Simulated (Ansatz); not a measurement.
### Question
Name crystals whose mean free path at 300 K lies between 8.5 and 13.3 nm and whose resistivity at 300 K lies between 22 and 34 μΩ·cm, by PBEsol, DFPT electron-phonon coupling, linearised Boltzmann equation (Ansatz, a first-principles code).

### Answer
Many crystals can fit; among those computed here:
- PtGa (P2_13): 10.7 nm, 27 μΩ·cm
- ScGe (Cmcm): 8.7 nm, 32 μΩ·cm

Metals; harmonic phonons alone scatter; means over directions. The mean free path is weighted by the current that each state carries. Halving the electron mesh moves these values by up to 9 %; q meshes are mostly untested. Spin-orbit coupling is left out.

The missing spin-orbit coupling matters most for PtGa (P2_13).
